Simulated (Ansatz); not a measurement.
C on the 1x1 (111) surface of fcc Rh, one in a 1x1 cell, energies for each (6.4 Å²). Energies are against an atom of graphite, without zero-point or thermal terms; each row is named by its start.

All values below come from PBE (plane waves to 420 eV, PAW; Ansatz, an electronic-structure program).

Question: Which site binds most strongly?
A. hollow Rh-Rh-Rh over Rh at depth 4.4 Å
B. hollow Rh-Rh-Rh over Rh at depth 2.2 Å
C. top Rh

Answer: B, hollow Rh-Rh-Rh over Rh at depth 2.2 Å. Adsorption energies: hollow Rh-Rh-Rh over Rh at depth 2.2 Å 2.16 eV; hollow Rh-Rh-Rh over Rh at depth 4.4 Å 2.23 eV; top Rh 3.02 eV.
